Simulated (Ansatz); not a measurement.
Base system: BaTiO3 (space group P4mm, No. 99; a = 3.972 Å, c = 4.113 Å).

Structures relaxed with plane-wave PAW DFT at the r2SCAN level (Ansatz, a quantum-chemistry and plane-wave program, 500 eV), spin-orbit coupling left out.

Base:

Simulated powder pattern, Cu Kα1, λ = 1.54056 Å (kinematic, ideal powder, no thermal factors, no anomalous dispersion; the 14 strongest lines at most, above 2 %, up to 2θ = 90°):

| 2θ (°) | I/Imax (%) | hkl |
|---|---|---|
| 21.59 | 9.9 | (001) |
| 22.36 | 18 | (100) |
| 31.28 | 100 | (101) |
| 31.83 | 47 | (110) |
| 38.79 | 37 | (111) |
| 43.99 | 18 | (002) |
| 45.64 | 33 | (200) |
| 55.32 | 19 | (112) |
| 56.37 | 37 | (211) |
| 65.25 | 20 | (202) |
| 66.53 | 9.5 | (220) |
| 72.93 | 8.8 | (103) |
| 79.76 | 7.9 | (311) |
| 83.24 | 9.6 | (222) |

Now apply this change: Gd takes the place of Ba on all its sites; the structure is relaxed again.

Problem. Predict the new powder pattern.

Solution. 
Simulated powder pattern, Cu Kα1, λ = 1.54056 Å (kinematic, ideal powder, no thermal factors, no anomalous dispersion; the 14 strongest lines at most, above 2 %, up to 2θ = 90°):

| 2θ (°) | I/Imax (%) | hkl |
|---|---|---|
| 22.65 | 20 | (001) |
| 22.80 | 27 | (100) |
| 32.35 | 100 | (101) |
| 32.47 | 51 | (110) |
| 39.95 | 39 | (111) |
| 46.25 | 12 | (002) |
| 46.57 | 33 | (200) |
| 52.16 | 14 | (102) |
| 52.39 | 9.5 | (201) |
| 57.64 | 19 | (112) |
| 57.85 | 38 | (211) |
| 67.73 | 14 | (202) |
| 67.98 | 9.7 | (220) |
| 72.49 | 11 | (212) |

The indices refer to each structure's own conventional cell; one index is shown for lines that coincide.

Other magnetic orders, which the real material may have, were not ruled out. The state of the 4f shell was not checked for lower solutions. Whether these cells are dynamically stable was not tested. As relaxed here, GdTiO3 is a hypothetical phase, not in the database extracts checked. No Hubbard U is applied, and correlation can decide whether such a compound is a metal. Spin-polarised in the final run: GdTiO3; the other runs are not.
